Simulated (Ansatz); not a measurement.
Ansatz (a first-principles code) run on Rb2LaInF6 (Fm-3m, 10 atoms in the cell): self-consistent single point.

Method: PBE (plane waves, PAW; Ansatz).

```xyz
10
Lattice="0.0000 4.9114 4.9114 4.9114 0.0000 4.9114 4.9114 4.9114 0.0000" Properties=species:S:1:pos:R:3 pbc="T T T"
Rb     2.4557     2.4557     2.4557
Rb     7.3670     7.3670     7.3670
In     4.9114     4.9114     4.9114
La     0.0000     0.0000     0.0000
F      2.4645     4.9114     4.9114
F      7.3582     4.9114     4.9114
F      4.9114     2.4645     4.9114
F      4.9114     7.3582     4.9114
F      4.9114     4.9114     2.4645
F      4.9114     4.9114     7.3582
```

Reference input (self-consistent single point, DFT, PBE, plane waves, default PAW files): basis.ecutwfc = 30.9 Ry; kpoints.mp_grid.grid = 3 3 3; hamiltonian.xc = pbe; hamiltonian.pseudopotentials = {kind: paw} (the program's default PAW files); scf.occupations.method = methfessel_paxton; scf.occupations.width = 0.0073 Ry. This run's input differs from it in these lines:

Ansatz 0.2 input:
```diff
@@ -18,3 +18,3 @@
 basis:
-  ecutwfc: 30.9 Ry
+  ecutwfc: 21.7 Ry
 kpoints:
```

Output, abridged:

```
SCF iter   1: F=—  HF=-23240.663879 eV  |F-HF|=—  |Δ(HF+E_count)|=         —  Δρ=2.27e-2  dr2=3.16e-1  ethr=1.77e-3  ⟨swp⟩=6.0  Hψ=813  notcnv=0
all-band conjugate gradients solve this SCF's bands
preconditioner: auto → Resta (q_TF=auto, 2.295 Å⁻¹)
SCF iter   2: F=—  HF=-23240.601572 eV  |F-HF|=—  |Δ(HF+E_count)|=   6.23e-2  S|Δr|=    0.00e0  Δρ=7.65e-3  dr2=7.86e-2  ethr=3.76e-4  ⟨swp⟩=2.0  Hψ=412  notcnv=0  defer=10
   [... lines left out ...]
SCF iter   5: F=—  HF=-23240.600604 eV  |F-HF|=—  |Δ(HF+E_count)|=   2.61e-4  S|Δr|=    0.00e0  Δρ=2.56e-4  dr2=8.36e-5  ethr=1.83e-6  ⟨swp⟩=2.0  Hψ=296  notcnv=0  defer=10
SCF iter   6: F=—  HF=-23240.600603 eV  |F-HF|=—  |Δ(HF+E_count)|=   1.27e-6  S|Δr|=    0.00e0  Δρ=2.73e-5  dr2=2.33e-6  ethr=9.95e-8  ⟨swp⟩=2.0  Hψ=333  notcnv=0  defer=10
SCF iter   7: F=-23240.600604 eV  HF=-23240.600604 eV  |F-HF|=5.21e-8  |Δ(HF+E_count)|=   7.51e-7  S|Δr|=    0.00e0  Δρ=3.50e-6  dr2=3.39e-8  ethr=1.19e-10  ⟨swp⟩=9.2  Hψ=1160  notcnv=0
SCF 1 converged in 7 iterations: F = -23240.600604 eV  dr2 = 3.39e-8
Stability not checked (fill_not_monotonic)
Free energy (F): -23240.600604 eV
Internal energy: -23240.600604 eV  (E = F + TS)
E sigma→0 (E₀):  -23240.600604 eV
Fermi energy:    5.921552 eV
--- Forces (eV/Å), atoms counted from 1 ---
  atom   1  Rb     0.00000000     0.00000000     0.00000000
  atom   2  Rb     0.00000000     0.00000000    -0.00000000
  atom   3  In     0.00000000    -0.00000000     0.00000000
  atom   4  La    -0.00000000     0.00000000     0.00000000
  atom   5  F     -1.72922242     0.00000000     0.00000000
   [... lines left out ...]
  atom  10  F     -0.00000000     0.00000000     1.72922242
--- Stress (GPa, compression-positive) ---
       -1.953317      -0.000000      -0.000000
       -0.000000      -1.953317       0.000000
       -0.000000       0.000000      -1.953317
  P = ⅓ Tr σ = -1.9533 GPa (-19.533 kbar)
  The stress holds the Pulay correction. Without it, at fixed plane waves, as pw.x and ABINIT print it: P = -21.4880 GPa
```

The run converged in 7 iterations. Against the reference run the free energy rises by 459 meV/atom, the pressure goes from -1.75 to -1.95 GPa, the largest force goes from 1.699 to 1.729 eV/Å and the gap on the mesh goes from 1.765 to 1.809 eV.

The starting cell was generated: these elements placed on a structure prototype, without a prior relaxation; it need not be a known phase or ordering of this composition. Its lattice was rescaled by a random factor within 2.5 % of one. Forces in this geometry exceed 1 eV/Å. Ansatz's pressure includes its estimate of the finite-basis (Pulay) stress. Without the estimate this run gives -21.49 GPa. The cutoff lies below the one recommended for these files.
